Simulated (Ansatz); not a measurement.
B20 (FeSi-type) CoSi was calculated with r²SCAN-D4 (plane waves, PAW; Ansatz, an electronic-structure program).

Run with plane-wave cutoff 560 eV, 12×12×12 k mesh, Fermi–Dirac smearing 0.05 eV, no spin polarisation, scalar-relativistic PAW data made under PBE.

Energies at three volumes about the minimum:

```tsv
V (Å³/atom)	E − E_lowest (meV/atom)
10.220	3.41
10.429	0.00
10.637	3.17
```

Problem. Fit a parabola by hand: where is the minimum, what lattice constant follows, and what is the bulk modulus?

Solution. Slopes: (0.00 − 3.41)/(10.429 − 10.220) = -16.316 and (3.17 − 0.00)/(10.637 − 10.429) = 15.240 meV/Å³. Curvature E″ = 2 × (15.240 − (-16.316))/(10.637 − 10.220) = 151.348 meV/Å⁶. From the middle of the first interval, the slope vanishes at V0 = 10.3245 − (-16.316)/151.348 = 10.432 Å³/atom. B = V0 E″ = 10.432 × 151.348 meV/Å³ × 0.1602 GPa per meV/Å³ = 253 GPa. With 8 atoms in the cube, a = (8 × 10.432)^(1/3) = 4.370 Å. The full Birch–Murnaghan fit to all volumes gives V0 = 10.429 Å³/atom and B0 = 252 GPa.

Shape and atoms are relaxed at each volume.

Measured, for comparison: bulk modulus 207 GPa (temperature not stated, not corrected to a static lattice; as tabulated in Electronic Structure of B20 (FeSi-Type) Transition-Metal Monosilicides …); lattice constant a 4.444 Å (temperature not stated, not corrected to a static lattice; as tabulated in Wikipedia's data pages). Computed (rounded) less measured: bulk modulus +22 %.

Note: the bulk modulus comes from volumes at which shape and atoms were relaxed.
